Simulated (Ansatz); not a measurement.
Take SiC in the wurtzite structure (space group P6_3mc, No. 186) as the base.

```
SiC
1.0
    3.05640     0.00000     0.00000
   -1.52820     2.64692     0.00000
    0.00000     0.00000     5.01582
Si C
2 2
Direct
  0.33333   0.66667   0.99959
  0.66667   0.33333   0.49959
  0.33333   0.66667   0.37541
  0.66667   0.33333   0.87541
```

Cartesian axes are those of the cell as printed.

Method: LDA (Ansatz, an electronic-structure program), no spin-orbit coupling.

The change: an isotropic linear strain of −1.20 %, atoms relaxed at fixed cell.

**Question.** Predict the stress tensor and what it implies for the stiffness.

**Answer.** Stress of the strained cell less that of the base (GPa, compression positive):
```
   9.02    0.00    0.00
   0.00    9.02    0.00
   0.00    0.00    8.81
```

Then B = −ΔP/(ΔV/V₀) with ΔV/V₀ = -0.0356 gives secant stiffness values (nonlinear terms included at this strain): B (at held cell shape, above the free-shape value) ≈ 252 GPa.

As a check, the harmonic strain energy −½ V₀ Δσ:ε is 10 meV/atom; the computed energy rise is 9.8 meV/atom.

Whether these cells are dynamically stable was not tested.
